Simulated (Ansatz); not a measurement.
Consider SrZrO3 in the cubic perovskite structure (space group Pm-3m, No. 221; a = 4.130 Å).

Levels (all Ansatz, a first-principles code, PAW): PBEsol (420 eV, without spin-orbit coupling); PBEsol+SOC (420 eV, noncollinear with spin-orbit coupling).

The geometry is relaxed with PBEsol.

```
Property                             Result
--------------------------  ---------------
PBEsol smallest direct gap          3.57 eV
PBEsol band gap                     3.31 eV
PBEsol gap character        indirect, R → Γ
```

Q: Predict the smallest direct gap, band gap and gap character from PBEsol+SOC.

A: The smallest direct gap drops by 0.066 eV to 3.51 eV; the band gap shrinks by 0.03 eV to 3.28 eV; the gap character remains indirect, R → Γ.

Single points use the geometry relaxed with PBEsol. The spin-orbit shifts are approximate. Stability against distortions was not tested. Many cubic perovskites are stable only at high temperature; tilts and polar distortions were not tested.
